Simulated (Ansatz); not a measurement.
Base system: Si in the diamond structure (space group Fd-3m, No. 227; a = 5.434 Å).

Levels (all Ansatz, a quantum-chemistry and plane-wave program, PAW): PBEsol (420 eV, no spin-orbit coupling); r2SCAN (500 eV, no SOC); HSE06 (420 eV, spin-orbit coupling left out).

At the geometry relaxed with PBEsol, these levels gave the following band gaps, in shuffled order: (a) 0.47 eV, (b) 1.13 eV, (c) 0.76 eV.

Question: Match each gap to its level.

Answer: (a) PBEsol; (b) HSE06; (c) r2SCAN.

Single points use the geometry relaxed with PBEsol. HSE06 gaps are upper bounds (no full band path). Whether these cells are dynamically stable was not tested.
